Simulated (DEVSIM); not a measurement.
Structure: Co/Al2O3/SiO2/n-Si capacitor, at 300 K.

```
layer (left to right)  material  thickness (nm)  Nd (cm⁻³)
---------------------  --------  --------------  ---------
1                         Al2O3            24.0          -
2                          SiO2           0.940          -
3                            Si             970     3.5e17
```

Metal gate on the left, work function 5 eV. Fixed charge at the semiconductor interface 1.4e12 cm⁻² (in units of +e); no interface traps.

This is a model device: material constants are rounded textbook-type values typed into the input, and sizes, dopings and lifetimes were drawn at random. Values at 300 K; Nc and Nv go as T^1.5, mobilities as T to minus their exponent, the gap by Varshni's rule with the affinity fixed.

```
parameter         Al2O3  SiO2        Si
----------------  -----  ----  --------
gap (eV)            6.8     9     1.124
affinity (eV)      1.35   0.9      4.05
permittivity          9   3.9      11.7
Nc (cm⁻³)             -     -   2.86e19
Nv (cm⁻³)             -     -    3.1e19
Varshni α (eV/K)      -     -  0.000473
Varshni β (K)         -     -       636
```

DEVSIM, 1D Poisson equation in equilibrium, Boltzmann statistics, complete ionisation; no quantum confinement or tunnelling. Metal contacts follow the ideal Schottky-Mott rule: no Fermi-level pinning, no interface dipoles.

The temperature was swept, all else fixed.

| temperature (K) | flat-band voltage (V) | minimum of the low-frequency capacitance (μF/cm²) |
|---|---|---|
| 250 | 0.12 | 0.117 |
| 300 | 0.10 | 0.121 |
| 350 | 0.07 | 0.125 |
| 400 | 0.05 | … |
| 450 | 0.02 | 0.136 |
| 500 | -0.01 | 0.143 |

### Question
Fill in the missing entries.

### Answer

- 400, minimum of the low-frequency capacitance (μF/cm²): 0.131
